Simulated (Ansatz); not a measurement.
**Co (model structure, started from the simple cubic type, Pm-3m, No. 221, 1 atom in the cell)**

Computed with r²SCAN (Ansatz, a first-principles code, plane waves, PAW).

Run with plane-wave cutoff 560 eV, 24×24×24 k mesh, Fermi–Dirac smearing 0.05 eV, spin-polarised with parallel moments, scalar-relativistic PAW data made under PBE.

Cell (relaxed at this level):

```
Co
1.0
    2.32654     0.00000     0.00000
    0.00000     2.32654     0.00000
    0.00000     0.00000     2.32654
Co
1
Cartesian
  0.00000   0.00000   0.00000
```
Starting moments (μB, in the order of the record's atoms Co): 3.0.

| Item | Result |
|---|---|
| band gap | none |
| bulk modulus | 155 GPa |

Note: the magnetic order was assumed, not searched for or taken from measurement; the bulk modulus is −V dP/dV from two relaxed cells at ±2 % in volume; the relaxation could raise the start's symmetry but not lower it, so the cell can be a saddle point.

Static lattice: no zero-point or thermal effects.

Cost on a shared machine: roughly 2.0 core-minutes.

A model structure was made by putting elements into a prototype or built by hand; it is no filed structure, need not be a known phase, and can be a saddle point held by its symmetry.
